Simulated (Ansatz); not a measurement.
Band structure of NiAl (Pm-3m, 2 atoms in the cell).

```xyz
2
Lattice="2.8900 0.0000 0.0000 0.0000 2.8900 0.0000 0.0000 0.0000 2.8900" Properties=species:S:1:pos:R:3 pbc="T T T"
Al     1.4450     1.4450     1.4450
Ni     0.0000     0.0000     0.0000
```

Method: PBE (plane waves, PAW; Ansatz, an electronic-structure program).

Settings: kpoints.mp_grid.grid = 9 9 9; hamiltonian.xc = pbe; hamiltonian.pseudopotentials = {kind: paw} (the program's default PAW files); scf.occupations.method = gaussian; scf.occupations.width = 0.136 eV; kpoints.band_path.npoints = 8.

The starting cell has typed, rounded lattice constants, without a prior relaxation at this level. Spin polarisation is off.

Levels in eV from the Fermi level, bands 7 to 14:
```csv
point,7,8,9,10,11,12,13,14
Γ,-3.20,-1.52,-1.52,-1.52,5.44,5.44,5.44,8.05
X,-2.73,-2.22,-2.22,-1.44,-0.64,8.21,9.91,9.91
M,-2.88,-2.88,-2.05,-2.05,-1.00,1.43,2.44,12.15
R,-4.07,-0.97,-0.97,1.97,1.97,1.97,3.60,4.41
```

Bands cross the Fermi level along this path, so the cell is metallic at this level.

Keys are those of Ansatz 0.2.
